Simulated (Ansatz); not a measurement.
Given:

End structure of the 1x1 (111) surface of fcc Pd:

```
CELL_PARAMETERS angstrom
      5.57722     0.00000     0.00000
     -2.78861     4.83001     0.00000
      0.00000     0.00000    26.00000
ATOMIC_POSITIONS crystal
  Pd 0.16667 0.33333 0.36893
  Pd 0.16667 0.83333 0.36893
  Pd 0.66667 0.33333 0.36893
  Pd 0.66667 0.83333 0.36893
  Pd 0.33333 0.16667 0.45653
  Pd 0.33333 0.66667 0.45653
  Pd 0.83333 0.16667 0.45653
  Pd 0.83333 0.66667 0.45653
  Pd 0.00000 0.00000 0.54347
  Pd 0.00000 0.50000 0.54347
  Pd 0.50000 0.00000 0.54347
  Pd 0.50000 0.50000 0.54347
  Pd 0.16667 0.33333 0.63107
  Pd 0.16667 0.83333 0.63107
  Pd 0.66667 0.33333 0.63107
  Pd 0.66667 0.83333 0.63107
```

Model: 16-atom slab, 6.8 Å thick at the start (thin: gaps and levels are the slab's own), 6x6x1 mesh, Fermi-Dirac 0.1 eV, dipole correction, 8 atoms held, the rest relaxed; held to the start's symmetry, so lower structures may exist; no spin, no spin-orbit, no U.

Problem. Estimate the work function of the top face that PBE (Ansatz, a quantum-chemistry and plane-wave program) returns for this input.

Solution. 5.24 eV
